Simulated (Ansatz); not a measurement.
# Response to strain in SrTe

Start from SrTe in the rock salt structure (space group Fm-3m, No. 225; a = 6.719 Å).

Strains are applied to the cell and any free atomic positions relax.

Computed with Ansatz (an electronic-structure program), PBE, PAW, cutoff 420 eV, without spin-orbit coupling.

Candidates:
(a) isotropic strain −0.50 %
(b) isotropic strain +1.50 %
(c) isotropic strain +0.50 %

Before the change:

```
Item        Value
--------  -------
Band gap  1.78 eV
```

Task: Order them by band gap, lowest first.

Result: (a) isotropic strain −0.50 % (1.75 eV), (c) isotropic strain +0.50 % (1.82 eV), (b) isotropic strain +1.50 % (1.89 eV)

Spin-orbit coupling, missing from the scalar runs, can matter with Te. No phonon test of stability was made.
